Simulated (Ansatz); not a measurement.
Where the default PAW files enter, the runs use the earlier of Ansatz's two default sets.

## Evanescent states of CsBr (Pm-3m, CsCl type, 2 atoms a cell, 40.5 Å³ an atom) along the normal of (111)

Method: r2SCAN (plane waves, PAW; Ansatz, an electronic-structure program).

No gap correction and no spin-orbit coupling; mid-gap values are interpolated between computed energies.

Energies count from the valence-band top; κ is the least over a 6×6 mesh across the current.

```json
[
 {"E (eV)": "0.12", "κ (1/Å)": "0.135", "where": "Γ"},
 {"E (eV)": "0.36", "κ (1/Å)": "0.213", "where": "Γ"},
 {"E (eV)": "0.60", "κ (1/Å)": "0.256", "where": "Γ"},
 {"E (eV)": "0.84", "κ (1/Å)": "0.284", "where": "Γ"},
 {"E (eV)": "1.08", "κ (1/Å)": "0.304", "where": "Γ"},
 {"E (eV)": "1.32", "κ (1/Å)": "0.317", "where": "Γ"},
 {"E (eV)": "1.56", "κ (1/Å)": "0.327", "where": "Γ"},
 {"E (eV)": "1.80", "κ (1/Å)": "0.333", "where": "Γ"},
 {"E (eV)": "2.04", "κ (1/Å)": "0.337", "where": "Γ"},
 {"E (eV)": "2.28", "κ (1/Å)": "0.337", "where": "Γ"},
 {"E (eV)": "2.52", "κ (1/Å)": "0.336", "where": "Γ"},
 {"E (eV)": "2.76", "κ (1/Å)": "0.332", "where": "Γ"},
 {"E (eV)": "3.00", "κ (1/Å)": "0.326", "where": "Γ"},
 {"E (eV)": "3.24", "κ (1/Å)": "0.318", "where": "Γ"},
 {"E (eV)": "3.48", "κ (1/Å)": "0.307", "where": "Γ"},
 {"E (eV)": "3.72", "κ (1/Å)": "0.293", "where": "Γ"},
 {"E (eV)": "3.96", "κ (1/Å)": "0.276", "where": "Γ"},
 {"E (eV)": "4.20", "κ (1/Å)": "0.255", "where": "Γ"},
 {"E (eV)": "4.44", "κ (1/Å)": "0.228", "where": "Γ"},
 {"E (eV)": "4.68", "κ (1/Å)": "0.193", "where": "Γ"},
 {"E (eV)": "4.92", "κ (1/Å)": "0.143", "where": "Γ"},
 {"E (eV)": "5.16", "κ (1/Å)": "0.042", "where": "Γ"}
]
```

**Question.** How thick must the barrier be to attenuate the transmission by 10^8 when the electrodes' Fermi level lies at 0.36 eV, and what attenuation does that film give at 2.76 eV?

**Answer.** d = 8 ln 10 / (2 × 0.213) = 43.2 Å. At 2.76 eV it gives 8 × 0.332/0.213 = 12.5 decades.
